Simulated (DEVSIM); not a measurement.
## abrupt GaAs p-n junction

System: abrupt GaAs p-n junction, at 300 K.

```csv
layer (left to right),material,thickness (μm),Nd (cm⁻³),Na (cm⁻³),τn (s),τp (s)
1,GaAs,0.110,-,9.2e16,3.4e-10,3.4e-10
2,GaAs,0.970,6.3e14,-,3.4e-10,3.4e-10
```

Left contact: ohmic. Right contact: ohmic. Voltage is applied to the left contact. Recombination: SRH at mid-gap, radiative. Mobility is constant in doping.

Constants are typed, rounded textbook-type inputs, not results; the design itself was drawn at random and stands for no fabricated device. Values at 300 K.

```
parameter        GaAs
-------------  ------
gap (eV)        1.424
affinity (eV)    4.07
permittivity     12.9
Nc (cm⁻³)      4.7e17
Nv (cm⁻³)        9e18
μn (cm²/Vs)      8500
μp (cm²/Vs)       400
B (cm³/s)       2e-10
```

Model (solved in DEVSIM): 1D drift-diffusion, Boltzmann statistics, complete ionisation; no tunnelling, impact ionisation, image-force lowering or self-heating.

```
Property                                           Result
---------------------------------------------  ----------
Potential step across the device at zero bias     1.135 V
Largest field in the device at zero bias       20000 V/cm
Dark forward voltage at 1 A/cm²                   0.893 V
Dark forward voltage at 100 A/cm²                 1.047 V
```

Dark forward current:

| V (V) | J (A/cm²) |
|---|---|
| 0.05 | 7.0e-9 |
| 0.10 | 2.5e-8 |
| 0.15 | 7.4e-8 |
| 0.25 | 5.8e-7 |
| 0.30 | 1.6e-6 |
| 0.35 | 4.5e-6 |
| 0.40 | 1.3e-5 |
| 0.45 | 3.6e-5 |
| 0.55 | 0.00029 |
| 0.60 | 0.00083 |
| 0.65 | 0.0024 |
| 0.70 | 0.0073 |
| 0.80 | 0.079 |
| 0.85 | 0.29 |
| 0.90 | 1.2 |
| 0.95 | 5.3 |
| 1.00 | 24 |
| 1.10 | 420 |
| 1.15 | 1200 |
| 1.20 | 2600 |
